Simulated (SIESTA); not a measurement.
## A self-consistent single point of ZnHg3 (Fm-3m, 4 atoms in the cell) with SIESTA

Level of theory: GGA PBEsol, numerical atomic orbitals DZP, PseudoDojo PBEsol standard norm-conserving potentials (rewritten from UPF to PSML) (SIESTA).

The input file:

```
# files in the folder: Zn.psml Hg.psml (PseudoDojo PBEsol standard)
SystemName  ZnHg3
SystemLabel znhg3

NumberOfAtoms                4
NumberOfSpecies              2
%block ChemicalSpeciesLabel
  1 30 Zn
  2 80 Hg
%endblock ChemicalSpeciesLabel
LatticeConstant              1.0 Ang
%block LatticeVectors
     0.000000000    3.677724000    3.677724000
     3.677724000    0.000000000    3.677724000
     3.677724000    3.677724000    0.000000000
%endblock LatticeVectors
AtomicCoordinatesFormat      ScaledCartesian
%block AtomicCoordinatesAndAtomicSpecies
     0.000000000    0.000000000    0.000000000  1
     1.838862000    1.838862000    1.838862000  2
     5.516586000    5.516586000    5.516586000  2
     3.677724000    3.677724000    3.677724000  2
%endblock AtomicCoordinatesAndAtomicSpecies

XC.functional                GGA
XC.authors                   PBEsol
PAO.BasisSize                DZP
PAO.EnergyShift              0.005 Ry
MeshCutoff                   400 Ry
%block kgrid.MonkhorstPack
    8   0   0  0.0
    0   8   0  0.0
    0   0   8  0.0
%endblock kgrid.MonkhorstPack
OccupationFunction           MP
OccupationMPOrder            0
ElectronicTemperature        2320.9 K

MaxSCFIterations             150
SCF.Mixer.Method             Broyden
SCF.Mixer.Weight             0.2
SCF.Mixer.History            8
SCF.DM.Tolerance             1.0E-04
Diag.ParallelOverK           true
WriteForces                  true
```

Log, with long lists cut:

```
reinit: Reading from file input.fdf

reinit: System Name: ZnHg3
reinit: System Label: znhg3

coor:   Atomic-coordinates input format  =     Cartesian coordinates
coor:                                          (in units of alat)

siesta: Atomic coordinates (Bohr) and species
siesta:      0.00000   0.00000   0.00000  1        1
siesta:      3.47495   3.47495   3.47495  2        2
siesta:     10.42484  10.42484  10.42484  2        3
siesta:      6.94989   6.94989   6.94989  2        4

siesta: System type = bulk

initatomlists: Number of atoms, orbitals, and projectors:      4    76    93

siesta: ******************** Simulation parameters ****************************
redata: Spin configuration                          = none
redata: Time-Reversal Symmetry                      = T
redata: Number of Atomic Species                    =        2
redata: Mesh Cutoff                                 =   400.0000 Ry
redata: Net charge of the system                    =     0.0000 |e|
redata: Min. number of SCF Iter                     =        0
redata: Max. number of SCF Iter                     =      150
redata: SCF convergence failure will abort job
redata: SCF mix quantity                            = Hamiltonian
redata: Mix DM or H after convergence               =   F
redata: Recompute H after scf cycle                 =   F
redata: Mix DM in first SCF step                    =   T
redata: No kicks to SCF
redata: DM Mixing Weight for Kicks                  =     0.5000
redata: Require Harris convergence for SCF          =   F
redata: Harris energy tolerance for SCF             =     0.000100 eV
redata: Require DM convergence for SCF              =   T
redata: DM tolerance for SCF                        =     0.000100
redata: Require EDM convergence for SCF             =   F
redata: EDM tolerance for SCF                       =     0.001000 eV
redata: Require H convergence for SCF               =   T
redata: Hamiltonian tolerance for SCF               =     0.001000 eV
redata: Require (free) Energy convergence for SCF   =   F
redata: (free) Energy tolerance for SCF             =     0.000100 eV
redata: Using DFT-D3 dispersion                     =   F
redata: Using Saved Data (generic)                  =   F
redata: Method of Calculation                       = Diagonalization
redata: Electronic Temperature                      =  2320.9000 K
redata: Number of TDED substeps                     =        3
redata: Dynamics option                             = Single-point calculation
redata: Save all siesta data in one NC              =   F
redata: ***********************************************************************

%block SCF.Mixers
  Broyden
%endblock SCF.Mixers

%block SCF.Mixer.Broyden
  # Mixing method
  method broyden

  # Mixing options
  weight 0.2000
  weight.linear 0.2000
  weight.prime 0.2000
  history 8
%endblock SCF.Mixer.Broyden

DM_history_depth set to one: no extrapolation allowed by default for geometry relaxation
Size of DM history Fstack: 1
Total number of electrons:    80.000000
Total ionic charge:    80.000000

* ProcessorY, Blocksize:    1  64

* Orbital distribution balance (max,min):    76    76

k-point displ. along   1 input, could be:     0.00    0.50
k-point displ. along   2 input, could be:     0.00    0.50
k-point displ. along   3 input, could be:     0.00    0.50
 Kpoints in:          320 . Kpoints trimmed:          296

siesta: k-grid: Number of k-points = 296
siesta: k-points from Monkhorst-Pack grid
siesta: k-cutoff (effective) =    20.804 Ang
siesta: k-point supercell and displacements
siesta: k-grid:     8     0     0      0.000
siesta: k-grid:     0     8     0      0.000
siesta: k-grid:     0     0     8      0.000

diag: Algorithm                                     = D&C
diag: Parallel over k                               =   F
diag: Use parallel 2D distribution                  =   F
diag: Parallel block-size                           = 64
diag: Parallel distribution                         =     1 x     1
diag: Used triangular part                          = Lower
diag: Absolute tolerance                            =  0.100E-15
diag: Orthogonalization factor                      =  0.100E-05
diag: Memory factor                                 =  1.0000

superc: Internal auxiliary supercell:     5 x     5 x     5  =     125
superc: Number of atoms, orbitals, and projectors:    500   9500  11625

                        Single-point calculation

superc: Internal auxiliary supercell:     5 x     5 x     5  =     125
superc: Number of atoms, orbitals, and projectors:    500   9500  11625

outcell: Unit cell vectors (Ang):
        0.000000    3.677724    3.677724
        3.677724    0.000000    3.677724
        3.677724    3.677724    0.000000

outcell: Cell vector modules (Ang)   :    5.201087    5.201087    5.201087
outcell: Cell angles (23,13,12) (deg):     60.0000     60.0000     60.0000
outcell: Cell volume (Ang**3)        :     99.4872
new_DM -- step:     1
Initializing Density Matrix...

Attempting to read DM from file... Failed...
DM filled with atomic data:

InitMesh: MESH = 54 x 54 x 54 = 157464
InitMesh: Mesh cutoff (required, used) =   400.000   446.882 Ry

stepf: Methfessel-Paxton step function
       Using Hermite-Gauss polynomials of order  0

        iscf     Eharris(eV)        E_KS(eV)     FreeEng(eV)     dDmax    Ef(eV) dHmax(eV)
   scf:    1   -19242.729930   -19240.004472   -19240.039775  3.019094  1.229353 23.776216
   scf:    2   -19286.300219   -19265.905585   -19265.929168  0.755259  0.286806 11.741969
   scf:    3   -19277.864173   -19273.474776   -19273.490635  0.605263 -0.434883  2.612575
   scf:    4   -19273.614358   -19273.604513   -19273.619169  0.115544 -0.664247  0.401162
   scf:    5   -19273.566240   -19273.609573   -19273.625175  0.171212 -0.800325  0.640687
   scf:    6   -19273.629061   -19273.620388   -19273.636407  0.044218 -0.816320  0.440581
   [... 3 lines left out ...]
   scf:   10   -19273.631219   -19273.631160   -19273.647078  0.004788 -0.830679  0.011304
   scf:   11   -19273.631186   -19273.631176   -19273.647087  0.001269 -0.831533  0.001576
   scf:   12   -19273.631171   -19273.631173   -19273.647088  0.000291 -0.831790  0.001022
   scf:   13   -19273.631171   -19273.631172   -19273.647088  0.000149 -0.831926  0.000660
   scf:   14   -19273.631171   -19273.631172   -19273.647088  0.000065 -0.832018  0.000450

SCF Convergence by DM+H criterion
max |DM_out - DM_in|         :     0.0000652054
max |H_out - H_in|      (eV) :     0.0004504347
SCF cycle converged after 14 iterations

Using DM_out to compute the final energy and forces

siesta: E_KS(eV) =           -19273.6312

siesta: E_KS - E_eggbox =    -19273.6312

siesta: Atomic forces (eV/Ang):
     1   -0.000000    0.000000    0.000000
     2   -0.000002   -0.000002   -0.000002
     3    0.000002    0.000002    0.000002
     4   -0.000000    0.000000   -0.000000
   Tot    0.000000    0.000000   -0.000000
   Max    0.000002
   Res    0.000001    sqrt( Sum f_i^2 / 3N )
   Max    0.000002    constrained

Stress tensor Voigt[x,y,z,yz,xz,xy] (kbar):      105.95      105.95      105.95       -0.12       -0.12       -0.12
(Free)E + p*V (eV/cell)   -19280.2260
Target enthalpy (eV/cell)   -19273.6471

siesta: Program's energy decomposition (eV):
siesta: Ebs     =     -2933.598305
siesta: Eions   =     24414.060708
siesta: Ena     =      2131.949281
siesta: Ekin    =      6392.033395
siesta: Enl     =      -819.487555
siesta: Eso     =         0.000000
siesta: Edftu   =         0.000000
siesta: DEna    =       260.694338
siesta: DUscf   =        15.424903
siesta: DUext   =         0.000000
siesta: Ex      =     -2668.703589
siesta: Ec      =      -171.481236
siesta: Exc     =     -2840.184825
siesta: Eharris =    -19273.631171
siesta: Etot    =    -19273.631172
siesta: FreeEng =    -19273.647088

siesta: Stress tensor (static) (eV/Ang**3):
siesta:     0.066128   -0.000078   -0.000078
siesta:    -0.000078    0.066128   -0.000078
siesta:    -0.000078   -0.000078    0.066128

siesta: Cell volume =         99.487243 Ang**3

siesta: Pressure (static):
siesta:                Solid            Molecule  Units
siesta:          -0.00072022         -0.00072022  Ry/Bohr**3
siesta:          -0.06612787         -0.06612794  eV/Ang**3
siesta:        -105.94852175       -105.94864661  kBar
```

The run converged in 14 iterations.

The starting cell comes from a database of computed structures (which also holds hypothetical and non-ambient phases and stackings), without a prior relaxation at this level. Its lattice was rescaled by a random factor within 2.5 % of one. Values carry the incompleteness of an atom-centred basis. With a pressure of about -11 GPa the cell is away from its equilibrium volume at this level.
